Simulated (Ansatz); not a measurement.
Given:

```
MgO
1.0
    0.00000     2.08119     2.08119
    2.08119     0.00000     2.08119
    2.08119     2.08119     0.00000
Mg O
1 1
Direct
  0.00000   0.00000   0.00000
  0.50000   0.50000   0.50000
```

No spin polarisation.

Level of theory: r2SCAN, PAW, 500 eV (Ansatz, an electronic-structure program; no spin-orbit coupling). k-mesh 13×13×13 (Γ-centred); smearing 0.05 eV (Fermi–Dirac).

Task: Estimate the hole mass (degenerate bands, along [100]).

Result: 0.42, 2.0, 2.0 mₑ (at Γ).

Task: Estimate the band gap.

Result: 6.00 eV.

Task: Estimate the space group.

Result: Fm-3m (No. 225).

Task: What is the computed pressure?

Result: 5.35 GPa.

The cells carry an imposed strain or load. Masses are band curvatures over ±0.01 Å⁻¹ around the edge. No phonon test of stability was made. The cell was made from MgO in the rock salt structure (space group Fm-3m, No. 225) by this change: isotropic strain −1.00 %.
